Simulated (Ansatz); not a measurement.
## SiO2, response to strain

The parent structure is SiO2 in the rutile structure (space group P4_2/mnm, No. 136; a = 4.2361 Å, c = 2.6904 Å).

Strains are applied to the cell and any free atomic positions relax.

All numbers come from DFT with PBE, PAW potentials and a 420 eV plane-wave cutoff in Ansatz (a first-principles code), spin-orbit coupling left out.

| change | volume per atom | electron mass |
|---|---|---|
| base | 8.05 Å³ | 0.36 mₑ along c, 0.45 mₑ across (at Γ) |
| isotropic strain +0.60 % | 8.19 Å³ | 0.35 mₑ along c, 0.44 mₑ across (at Γ) |
| isotropic strain +1.20 % | 8.34 Å³ | 0.34 mₑ along c, 0.42 mₑ across (at Γ) |
| isotropic strain +1.80 % | 8.49 Å³ | 0.33 mₑ along c, 0.41 mₑ across (at Γ) |
| isotropic strain +2.40 % | 8.64 Å³ | 0.32 mₑ along c, 0.39 mₑ across (at Γ) |
| isotropic strain +3.00 % | 8.79 Å³ | 0.31 mₑ along c, 0.38 mₑ across (at Γ) |

The levels and masses belong to the bands next to the band gap. Effective masses come from finite differences of ±0.01 Å⁻¹. Stability against distortions was not tested.
